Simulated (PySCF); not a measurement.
PySCF 2.14.0, PBE0/def2-svp, df: Y(NH2)(Me)2 ([CH3][Y]([CH3])[NH2]), 12 atoms. The geometry is a generated start, not checked to be a minimum at this level.

```python
import time
import numpy
from pyscf import lib
from pyscf import gto, scf, dft, mp, cc, sgx
lib.logger.TIMER_LEVEL = 4
t0 = time.perf_counter()

mol = gto.M(
    atom='''
Y      0.44110000     0.39300000     0.21410000
N      1.99980000    -0.60030000    -0.93750000
H      2.69130000    -1.19440000    -0.47430000
H      2.52590000    -0.11580000    -1.66790000
C     -0.43990000    -1.07890000     1.88590000
H     -0.92430000    -1.90210000     1.33890000
H     -1.19710000    -0.64030000     2.54150000
H      0.31850000    -1.52940000     2.53190000
C     -1.14620000     1.54470000    -1.16730000
H     -2.11510000     1.68270000    -0.67820000
H     -1.31820000     0.91400000    -2.05100000
H     -0.83570000     2.52670000    -1.53610000
''',
    basis='def2-svp',
    ecp={'Y': 'def2-svp'},
    max_memory=16000,
    verbose=4,
)
mf = dft.RKS(mol, xc='pbe0')
mf = mf.density_fit()
mf.max_cycle = 100
mf.diis = False
mf.damp = 0.7
mf.diis_start_cycle = 999
mf.chkfile = None
mf.kernel()
print('SCF converged:', mf.converged)
print('E(SCF) = %.10f' % mf.e_tot)
print('basis functions:', mol.nao_nr())
print('integrals held in memory:', getattr(mf, '_eri', None) is not None)
t1 = time.perf_counter()
print('wall of the SCF part: %.3f s' % (t1 - t0))
print('run ended')
```

```bash
OMP_NUM_THREADS=16 OPENBLAS_NUM_THREADS=1 python -u run.py
```

The program reports basis functions: 113, grid points: 142480.

Machine: one whole node, Arm Neoverse V2, 96 cores on 1 socket, no SMT, 1 L3 cache group.

On 16 threads, 1 BLAS thread this takes 3.3 s. Each time is the median wall time of two to five repeats, run one at a time on the otherwise empty machine; start-up is included. Processes are pinned to neighbouring cores unless said otherwise. Build: PyPI wheel: OpenMP (GNU), a bundled serial OpenBLAS 0.3.3 under its C layer, NumPy's threaded OpenBLAS held to generic ARMv8 kernels, libcint, Libxc. Other compilers and libraries give other times. Scratch files lie in a memory file system.

**Question.** What should be changed to get the same answer (within 1.0 meV/atom in energy) sooner? Keep to 16 cores.

**Answer.** One answer among several that fit: going from mf.diis = false, mf.damp = 0.7, mf.diis_start_cycle = 999 to mf.diis = true (default), mf.damp = 0 (default), mf.diis_start_cycle = 1 (default), one of the fastest among the values tried that keep the result.

```diff
-mf.diis = False
-mf.damp = 0.7
-mf.diis_start_cycle = 999
```

Time: 3.3 s to 1.9 s (1.7× as fast). The largest move is in exchange-correlation on the grid (vxc): 2.1 s to 0.94 s. The count of Fock builds goes from 29 to 13. SCF cycles go from 27 to 11. These two results differ by: energy under 0.001 meV/atom. Others tried: mf.diis_space = 16, mf.damp = 0 (default), mf.diis_start_cycle = 1 (default), mf.DIIS = CDIIS (default), mf.diis = true (default) (1.9 s); mf.diis_space = 8 (default), mf.damp = 0.5, mf.diis_start_cycle = 5, mf.DIIS = CDIIS (default), mf.diis = true (default) (2.0 s); mf.diis_space = 4, mf.damp = 0 (default), mf.diis_start_cycle = 1 (default), mf.DIIS = CDIIS (default), mf.diis = true (default) (2.0 s); mf.diis_space = 8 (default), mf.damp = 0 (default), mf.diis_start_cycle = 1 (default), mf.level_shift = 0.2 Hartree, mf.DIIS = CDIIS (default), mf.diis = true (default) (2.4 s); mf.diis_space = 8 (default), mf.damp = 0 (default), mf.diis_start_cycle = 1 (default), mf.DIIS = ADIIS, mf.diis = true (default) (2.6 s); mf.diis_space = 8 (default), mf.damp = 0 (default), mf.diis_start_cycle = 1 (default), mf.level_shift = 0.5 Hartree, mf.DIIS = CDIIS (default), mf.diis = true (default) (3.6 s).
